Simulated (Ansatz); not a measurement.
Consider SbP in the rock salt structure (space group Fm-3m, No. 225; a = 5.6004 Å; a hypothetical phase, not in the database extracts checked; relaxed with 0.1 eV smearing). Axes: x, y, z lie along the cube axes.

All numbers come from Ansatz (a program for electronic structure), r2SCAN, PAW, cutoff 500 eV, without spin-orbit coupling.

A first run, uniaxial strain ε_xx = −1.29 %, gives secant values C11 ≈ 200 GPa and C12 ≈ 24 GPa from its stress. A second run applies uniaxial stress, 3 GPa tension along x.

### Question
What does linear elasticity predict for Young's modulus in the second run, and what does the run give?

### Answer
Linear elasticity: (C11 − C12)(C11 + 2 C12)/(C11 + C12) = 190 GPa. The run gives 170 GPa; any difference comes from nonlinear terms at these strains and numerical noise.

Stability under load was not tested beyond the relaxation. The final runs are not spin-polarised.
